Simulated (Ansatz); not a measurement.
Effect of uniaxial strain ε_zz = −4.57 % on ZrC

Base system: ZrC in the rock salt structure (space group Fm-3m, No. 225; a = 4.6691 Å; relaxed with 0.1 eV smearing). Axes: x, y, z lie along the cube axes.

It is then changed as follows: uniaxial strain ε_zz = −4.57 %, all other strain components held at zero; the atoms relax in the strained cell.

The values are results of PBEsol (Ansatz, an electronic-structure program, PAW, no spin-orbit coupling), not measurements. Settings: 21×21×21 k-points, 0.1 eV Fermi–Dirac smearing.

```tsv
quantity	base	changed	shift
volume per atom	12.72 Å³	12.14 Å³	-0.58 Å³
space group	Fm-3m (No. 225)	I4/mmm (No. 139)	–
energy relative to the base (free energy F)	0 meV/atom	+48 meV/atom	+48 meV/atom
pressure (mean of the normal stresses, compression positive)	0.0 GPa	13.2 GPa	+13.2 GPa
band gap	zero	zero	–
stress (xx, yy, zz, yz, xz, xy; compression positive)	–	(5.3, 5.3, 28.9, 0.0, 0.0, 0.0) GPa	–
```

No phonon test of stability was made. All final runs are without spin polarisation.
